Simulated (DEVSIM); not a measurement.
Structure: Cr/SiO2/p-Si capacitor, at 300 K.

```tsv
layer (left to right)	material	thickness (nm)	Na (cm⁻³)
1	SiO2	9.20	-
2	Si	4200	1.9e16
```

Metal gate on the left, work function 4.5 eV. Fixed charge at the semiconductor interface 0 cm⁻² (in units of +e); no interface traps.

This is a model device: material constants are rounded textbook-type values typed into the input, and sizes, dopings and lifetimes were drawn at random. Values at 300 K.

| parameter | SiO2 | Si |
|---|---|---|
| gap (eV) | 9 | 1.124 |
| affinity (eV) | 0.9 | 4.05 |
| permittivity | 3.9 | 11.7 |
| Nc (cm⁻³) | - | 2.86e19 |
| Nv (cm⁻³) | - | 3.1e19 |

Simulated with DEVSIM: 1D Poisson equation in equilibrium, Boltzmann statistics, complete ionisation; no quantum confinement or tunnelling. Metal contacts follow the ideal Schottky-Mott rule: no Fermi-level pinning, no interface dipoles.

Question: Tabulate band edges, carrier densities and field at -1.9 V on the gate.

Answer: Energies count from the Fermi level of the right contact; mesh points crowd at the junctions.

```csv
x (μm),Ec (eV),Ev (eV),n (cm⁻³),p (cm⁻³),field (V/cm)
0.000,5.500,-3.500,< 1e2,< 1e2,-1300000
0.001302,5.326,-3.674,< 1e2,< 1e2,-1300000
0.003683,5.006,-3.994,< 1e2,< 1e2,-1300000
0.006748,4.596,-4.404,< 1e2,< 1e2,-1300000
0.008972,4.298,-4.702,< 1e2,< 1e2,-1300000
0.01018,1.087,-0.037,< 1e2,7.4e18,-240000
0.01302,1.044,-0.080,< 1e2,1.4e18,-100000
0.02277,0.991,-0.133,640,1.8e17,-31000
0.04127,0.958,-0.166,2300,5.1e16,-10000
0.08297,0.938,-0.186,5000,2.3e16,-1900
0.1770,0.933,-0.191,6100,1.9e16,-75
0.5077,0.933,-0.191,6100,1.9e16,≈ 0
1.135,0.933,-0.191,6100,1.9e16,≈ 0
2.437,0.933,-0.191,6100,1.9e16,≈ 0
3.611,0.933,-0.191,6100,1.9e16,≈ 0
3.944,0.933,-0.191,6100,1.9e16,≈ 0
4.096,0.933,-0.191,6100,1.9e16,≈ 0
4.160,0.933,-0.191,6100,1.9e16,≈ 0
4.193,0.933,-0.191,6100,1.9e16,≈ 0
4.203,0.933,-0.191,6100,1.9e16,≈ 0
4.207,0.933,-0.191,6100,1.9e16,≈ 0
4.209,0.933,-0.191,6100,1.9e16,≈ 0
```
